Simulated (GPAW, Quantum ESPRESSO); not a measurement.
A Quantum ESPRESSO input for a self-consistent single point of YMg3 (P6_3/mmc, 8 atoms in the cell) (DFT, PBEsol, plane waves, GBRV 1.5 ultrasoft (PBESOL) pseudopotentials):

```fortran
&CONTROL
   calculation = 'scf'
   outdir = './tmp'
   pseudo_dir = './'
   verbosity = 'high'
   tprnfor = .true.
   tstress = .true.
/
&SYSTEM
   ibrav = 0
   celldm(1) = 12.632686641
   nat = 8
   ntyp = 2
   ecutwfc = 40
   ecutrho = 320
   occupations = 'smearing'
   smearing = 'gaussian'
   degauss = 0.0147
/
&ELECTRONS
   conv_thr = 1.0d-10
   mixing_beta = 0.3
/
ATOMIC_SPECIES
Y     88.9058  y_pbesol_v1.4.uspp.F.UPF
Mg    24.3050  mg_pbesol_v1.4.uspp.F.UPF
ATOMIC_POSITIONS {angstrom}
Y     3.342464941    1.929773034    1.291757500
Y     0.000000000    3.859546068    3.875272500
Mg    0.000000000    1.882860251    1.291757500
Mg    3.342464941    3.906458850    3.875272500
Mg    5.054325074    0.941430126    3.875272500
Mg   -1.711860132    4.847888976    1.291757500
Mg    1.711860132    4.847888976    1.291757500
Mg    1.630604809    0.941430126    3.875272500
K_POINTS {automatic}
4 4 5  0 0 0
CELL_PARAMETERS {alat}
   1.000000000     0.000000000     0.000000000
  -0.500000000     0.866025404     0.000000000
   0.000000000     0.000000000     0.772937052
```

**Question.** Translate this input to GPAW.

**Answer.** This is the input that was run; spellings and numerical settings could be chosen otherwise.

```python
from ase import Atoms
from ase.units import GPa
from gpaw import GPAW

atoms = Atoms(['Y', 'Y', 'Mg', 'Mg', 'Mg', 'Mg', 'Mg', 'Mg'],
              cell=[[6.684930, 0.000000, 0.000000],
                    [-3.342465, 5.789319, 0.000000],
                    [0.000000, 0.000000, 5.167030]],
              scaled_positions=[[0.666667, 0.333333, 0.250000],
                                [0.333333, 0.666667, 0.750000],
                                [0.162615, 0.325230, 0.250000],
                                [0.837385, 0.674770, 0.750000],
                                [0.837385, 0.162615, 0.750000],
                                [0.162615, 0.837385, 0.250000],
                                [0.674770, 0.837385, 0.250000],
                                [0.325230, 0.162615, 0.750000]],
              pbc=True)

calc = GPAW(mode={'name': 'pw', 'ecut': 850},
            xc='PBEsol',
            kpts={'size': (4, 4, 5), 'gamma': True},
            occupations={'name': 'methfessel-paxton', 'width': 0.2, 'order': 0},
            nbands=-14,
            convergence={'forces': 0.001},
            symmetry={'symmorphic': False, 'tolerance': 0.0005},
            maxiter=120,
            txt='-')

atoms.calc = calc

energy = atoms.get_potential_energy()
print('Energy (eV):', round(energy, 6))
forces = atoms.get_forces()
print('Forces (eV/Ang):')
print(forces.round(5))
stress = atoms.get_stress()
print('Stress (GPa, Voigt):', (stress / GPa).round(4))
```

Basis settings and potentials, where a program has them, do not carry over. This input uses DFT PBEsol, plane waves, GPAW PAW datasets PBEsol (made by gpaw-setup).

The starting cell comes from a database of computed structures (which also holds hypothetical and non-ambient phases and stackings), without a prior relaxation at this level.
